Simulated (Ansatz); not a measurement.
Seebeck coefficient (μV/K, mean over directions) of n-type GaP (F-43m) against carrier density, HSE06 with spin-orbit coupling, rigid bands (Ansatz, a program for electronic structure). Computed gap 2.22 eV; densities at which minority carriers matter at this gap, or further valleys turn the trend, are left out. Conductivity mass 0.34 mₑ (harmonic mean over directions), N_c = 4.2e19 cm⁻³ at 300 K.

```csv
electron density,300 K,500 K
1e16 cm⁻³,-923,[?]
1e17 cm⁻³,-725,-787
1e18 cm⁻³,-526,-589
3e18 cm⁻³,[?],-494
1e19 cm⁻³,-329,-391
3e19 cm⁻³,-238,-298
1e20 cm⁻³,-144,-200
3e20 cm⁻³,-77,-124
1e21 cm⁻³,-45,[?]
```

**Question.** Fill in the missing entries.

**Answer.** 
- 1e16 cm⁻³, 500 K: -985
- 3e18 cm⁻³, 300 K: -432
- 1e21 cm⁻³, 500 K: -76

Rigid bands with a gap fixed in temperature, one relaxation time for all states, no polarons or phonon drag, and whether or not such doping can be reached. Geometry: cell and atoms relaxed with PBEsol.
